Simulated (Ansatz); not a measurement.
The reference is BN in the h-BN type structure (space group P6_3/mmc, No. 194; layered, stacked along the Cartesian z axis).

```
CELL_PARAMETERS angstrom
      2.50059     0.00000     0.00000
     -1.25029     2.16557     0.00000
      0.00000     0.00000     6.52585
ATOMIC_POSITIONS crystal
  B  0.33333 0.66667 0.25000
  B  0.66667 0.33333 0.75000
  N  0.33333 0.66667 0.75000
  N  0.66667 0.33333 0.25000
```

Level of theory: DFT with r2SCAN+rVV10, PAW potentials and a 500 eV plane-wave cutoff in Ansatz (a quantum-chemistry and plane-wave program), spin-orbit coupling left out.

One change was made to it. Results:

```csv
quantity,base,after
band gap,4.74 eV,4.53 eV
volume per atom,8.83 Å³,6.69 Å³
smallest direct gap,5.18 eV,5.04 eV
```

Q: Name the change that was made.
A. pressure 9 GPa
B. pressure 30 GPa
C. pressure −2 GPa
D. pressure 4.5 GPa

A: B, pressure 30 GPa. For comparison, the band gap in the other runs: pressure −2 GPa gives 4.88 eV; pressure 9 GPa gives 4.61 eV; pressure 4.5 GPa gives 4.66 eV.

From pressure 30 GPa on, the axis ratios lie over 15 % from the base's, so the cell there is far from its starting form. Load acts through the strain it causes; cell and atoms are relaxed under it. No phonon test of stability was made. No other phases were tried under pressure.
